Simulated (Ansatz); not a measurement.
The reference is TiAl (space group P4/mmm, No. 123; a = 2.813 Å, c = 4.058 Å). Axes: x, y, z lie along a, b, c of the conventional cell.

Structures relaxed with Ansatz (a first-principles code), r2SCAN, PAW, cutoff 500 eV, no SOC.

Base:

Simulated powder pattern, Cu Kα, λ = 1.54184 Å (kinematic, ideal powder, no thermal factors, no anomalous dispersion; the 8 strongest lines at most, above 2 %, up to 2θ = 90°):

```tsv
2θ (°)	I/Imax (%)	hkl
38.96	100	(101)
44.66	17	(002)
45.61	31	(110)
65.74	19	(112)
66.48	9.1	(200)
78.45	11	(103)
79.82	21	(211)
83.66	9.2	(202)
```

After one change:

Simulated powder pattern, Cu Kα, λ = 1.54184 Å (kinematic, ideal powder, no thermal factors, no anomalous dispersion; the 8 strongest lines at most, above 2 %, up to 2θ = 90°):

```json
[
 {"2θ (°)": "21.92", "I/Imax (%)": "18"},
 {"2θ (°)": "38.03", "I/Imax (%)": "54"},
 {"2θ (°)": "38.97", "I/Imax (%)": "100"},
 {"2θ (°)": "39.94", "I/Imax (%)": "46"},
 {"2θ (°)": "44.70", "I/Imax (%)": "33"},
 {"2θ (°)": "45.63", "I/Imax (%)": "62"},
 {"2θ (°)": "64.46", "I/Imax (%)": "20"},
 {"2θ (°)": "67.11", "I/Imax (%)": "18"}
]
```

What was done to the base?
A. isotropic strain −1.89 %
B. tensor shear ε_yz = +2.52 %
C. biaxial strain +3.36 %, plane normal [001], relaxed out of plane
D. uniaxial strain ε_yy = +0.75 %

B, tensor shear ε_yz = +2.52 %. Its volume per atom is 16.05 Å³ against 16.06 Å³, and its space group is P2/m (No. 10).

Stability against distortions was not tested. The final runs are not spin-polarised.
